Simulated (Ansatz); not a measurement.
End structure of a constructed model of the (110) surface of bcc V, a pseudomorphic layer of Ir in the host's stacking (bottom of the slab: a bare face, its two planes held):

```
CELL_PARAMETERS angstrom
      2.59563     0.00000     0.00000
     -0.86521     2.44719     0.00000
      0.00000     0.00000    29.50000
ATOMIC_POSITIONS crystal
  V  0.50000 0.50000 0.27518
  V  0.00000 0.00000 0.34702
  V  0.50000 0.50000 0.41830
  V  0.00000 0.00000 0.49039
  V  0.50000 0.50000 0.56184
  V  0.00000 0.00000 0.63294
  Ir 0.50000 0.50000 0.70251
```

Set-up: 7 atoms, 13.3 Å thick at the start; mesh 15x15x1; 0.1 eV smearing; dipole correction on; 2 atoms held, the rest relaxed; symmetry of the start imposed; no spin, no spin-orbit, no U. It is one candidate, not shown to be the stable structure of the face.

Question: Give the work function of the top face at the level PBE (Ansatz, an electronic-structure program).

Answer: 4.94 eV
